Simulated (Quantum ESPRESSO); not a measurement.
**Do energy and pressure agree? Two volumes of Nb (Im-3m, 1 atom in the cell)**

```xyz
1
Lattice="1.6583 1.6583 1.6583 -1.6583 1.6583 1.6583 -1.6583 -1.6583 1.6583" Properties=species:S:1:pos:R:3 pbc="T T T"
Nb     0.0000     0.0000     0.0000
```

Level of theory: PBE, SSSP 1.1.2 efficiency (PBE) pseudopotentials (plane waves; Quantum ESPRESSO).

Settings: ecutwfc = 120 Ry; ecutrho = 960 Ry; occupations = smearing; smearing = fermi-dirac; degauss = 0.0073499 Ry; potentials = {Nb: Nb.pbe-spn-kjpaw_psl.0.3.0.UPF}; K_POINTS = automatic 8 8 8 0 0 0; conv_thr = 1e-10 Ry; mixing_beta = 0.7. This cutoff ends a ladder whose last two steps agree within 1 meV/atom.

The second cell is the first with its lattice scaled by 0.98, at the same fractional positions.

The starting cell has typed, rounded lattice constants, without a prior relaxation at this level. Its lattice was rescaled by up to half a per cent. Spin polarisation is off.

| cell | volume (Å³/atom) | pressure (GPa) | F less the first cell's (meV/atom) |
|---|---|---|---|
| first | 18.2394 | -0.43 | 0.00 |
| second | 17.1668 | 11.44 | ? |

Task: Estimate the energy of the second cell from the pressures, and the bulk modulus between the two volumes.

Result: With P = −dF/dV, the trapezoid gives ΔF ≈ −(P₁ + P₂)/2 · ΔV = −(5.505 GPa) · (-1.0726 Å³) = 36.85 meV/atom (1 eV/Å³ = 160.22 GPa). The modulus at fixed fractional positions is B = −ΔP/Δln V = 196 GPa, a mean over the interval. P(V) is curved, so the trapezoid lies high by about |ΔV|³·B·(1 + B′)/(12·V̄²) = 2.01 meV/atom for an assumed B′ = 4, which leaves 34.84 meV/atom. The runs gave 35.13 meV/atom, a miss of 0.29 meV/atom. Cases were kept where this miss is small, so the page shows the method and is no test of it.

Left out of this page: 14 runs of the series outside the window shown, repeating another row's setting, or not comparable.
